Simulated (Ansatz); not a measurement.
The reference is BeSe in the zinc blende structure (space group F-43m, No. 216).

```
BeSe
1.0
    0.00000     2.58878     2.58878
    2.58878     0.00000     2.58878
    2.58878     2.58878     0.00000
Be Se
1 1
Cartesian
  0.00000   0.00000   0.00000
  1.29439   1.29439   1.29439
```

All numbers come from PBE, PAW, 420 eV (Ansatz, a first-principles code; no SOC).

Strains are applied to the cell and any free atomic positions relax.

One change was made to it. Results:

The energy increases by 7.9 meV/atom; the gap character remains indirect, Γ → X; the electron mass becomes 0.92 mₑ along k, 0.28 mₑ across (at X) (base: 0.90 mₑ along k, 0.27 mₑ across (at X)).

Problem. Which of these changes matches the shifts?
A) isotropic strain +2.00 %
B) isotropic strain −2.00 %
C) isotropic strain +0.50 %
D) isotropic strain +1.50 %
E) isotropic strain −1.00 %

Solution. D, isotropic strain +1.50 %. For comparison, the energy relative to the base in the other runs: isotropic strain +2.00 % gives +14 meV/atom; isotropic strain +0.50 % gives +0.9 meV/atom; isotropic strain −2.00 % gives +16 meV/atom; isotropic strain −1.00 % gives +3.8 meV/atom.

Masses are band curvatures over ±0.01 Å⁻¹ around the edge. Along k means along the line from Γ to the band edge. Whether these cells are dynamically stable was not tested.
